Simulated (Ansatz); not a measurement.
Substrate model: Si(111) 1x1 surface, 6 top atoms, 3 bilayers, bottom bilayer H-capped and fixed, every top atom capped by Br; cell 11.5 x 6.6 Å; about 7 Å thick over the host's atoms, 18 atoms held. All values below come from PBE-D3(BJ) (plane waves to 420 eV, PAW; Ansatz, a first-principles code). k mesh 1 x 2 x 1. Some slab states were started with spin and the others were run without it. No spin-orbit coupling. A thicker slab, a larger cell or a denser mesh can move such energies by a tenth of an eV or more. All energies are electronic energies at 0 K, without vibrations. Each state was relaxed from one prepared geometry.

One SiH3 a cell is brought to Si(111):Br. Relaxed result near the molecule:

```
atom    x (Å)   y (Å)   z (Å)
------  -----  ------  ------
Si(a0)  5.736   1.219  14.968
H(a1)   4.483   1.902  14.522
H(a2)   6.952   1.967  14.526
H(a3)   5.774  -0.205  14.512
```

### Question
What is the adsorption energy against the free SiH3 and the slab before, and how much of it is dispersion?

### Answer
-0.22 eV (negative: bound); the D3 term gives -0.21 eV of it, the free SiH3 being spin-polarised. Its closest contacts to the rest of the cell: H(a2)...Br(31) 3.34 Å, H(a3)...Br(46) 3.36 Å, H(a1)...Br(31) 3.39 Å.

This adsorbed start lies 0.77 eV over the lowest one found with the same atoms.
